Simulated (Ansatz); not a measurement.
Base system: LiCl in the rock salt structure (space group Fm-3m, No. 225; a = 5.0642 Å). Axes: x, y, z lie along the cube axes.

Computed with PBEsol in Ansatz (plane waves to 420 eV, PAW, no SOC).

Before the change:

The pressure comes out as 0.00 GPa and the electron mass comes out as 0.46 mₑ (at Γ).

Perturbation: biaxial strain −2.50 %, plane normal [001], relaxed out of plane (Cartesian); in-plane vectors clamped, the third vector and the atoms free.

Task: What happens to the energy relative to the base?

Result: The energy increases by 5.0 meV/atom.

Task: How does this affect the pressure?

Result: The pressure (mean of the normal stresses, compression positive) goes from zero to 1.40 GPa.

Task: How does this affect the electron mass?

Result: The electron mass becomes 0.44 mₑ out of plane, 0.47 mₑ in plane (at Γ) (base: 0.46 mₑ (at Γ)).

The levels and masses belong to the bands next to the band gap. Effective masses come from finite differences of ±0.01 Å⁻¹. Stability against distortions was not tested.

Ansatz is a first-principles code.
